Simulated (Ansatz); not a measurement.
## Nb: pressure −1 GPa

The reference is Nb in the bcc (W type) structure (space group Im-3m, No. 229; a = 3.271 Å).

The change: a negative pressure, −1 GPa.

All numbers come from PBEsol/PAW in Ansatz (a program for electronic structure), spin-orbit coupling left out, earlier PAW set. k-mesh 20×20×20 (Γ-centred); smearing 0.05 eV (Fermi–Dirac).

```csv
quantity,base,changed,shift
density,8.81 g/cm³,8.76 g/cm³,-0.05 g/cm³
lattice parameter a,3.271 Å,3.277 Å,+0.006 Å
enthalpy H = E + PV relative to the base's energy,–,-0.11 eV/atom,–
band gap,zero,zero,–
```

Final structure:

```
CELL_PARAMETERS angstrom
     -1.63869     1.63869     1.63869
      1.63869    -1.63869     1.63869
      1.63869     1.63869    -1.63869
ATOMIC_POSITIONS crystal
  Nb 0.00000 0.00000 0.00000
```

Cost of the whole job for the changed cell (relaxation, final SCF and bands): roughly 12 core-seconds.

Load acts through the strain it causes; cell and atoms are relaxed under it. Whether these cells are dynamically stable was not tested. The final runs are not spin-polarised.
